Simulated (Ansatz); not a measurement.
The starting structures come from a database of crystals and need not be the phases stable at ambient conditions.

The decay constant κ of evanescent states in the gap governs leakage through a thin film.

Given:

```xyz
22
Lattice="5.7656 0.0000 0.0000 0.0000 13.6479 0.0000 0.0000 -0.5838 3.9491" Properties=species:S:1:pos:R:3 pbc="T T T"
Sr     5.5448     5.2562     2.7948
Sr     2.6620     7.8079     1.1543
Sr     3.0506     1.0811     2.1775
Sr     0.1678    11.9830     1.7716
Nb     2.8678     4.3220     0.6390
Nb     5.7506     8.7421     3.3101
Nb     3.0494    11.5095     3.7192
Nb     0.1666     1.5546     0.2298
O      0.3269     0.9983     2.1653
O      3.2097    12.0658     1.7838
O      1.9413     2.4602     0.3637
O      4.8241    10.6039     3.5854
O      1.3393     5.3371     0.7890
O      4.2221     7.7270     3.1601
O      1.2062     7.3130     3.0988
O      4.0889     5.7511     0.8502
O      4.4810     0.2190     0.0324
O      1.5982    12.8451     3.9167
O      4.7704     2.9811     0.4407
O      1.8877    10.0830     3.5084
O      3.0759     3.7309     2.5693
O      0.1931     9.3332     1.3798
```

Space group of this cell: Cmc2_1. The cell is taken as given; by PBEsol its mean pressure is -5.7 GPa.

Transport runs along the normal of the first two printed cell vectors.

No gap correction and no spin-orbit coupling; mid-gap values are interpolated between computed energies.

Question: Estimate the band gap and the smallest decay constant κ at mid-gap that PBEsol in Ansatz (an electronic-structure program) returns for this system.

Answer: Gap 2.66 eV on a 6×8×8 mesh; κ = 0.318 1/Å, at the zone centre.
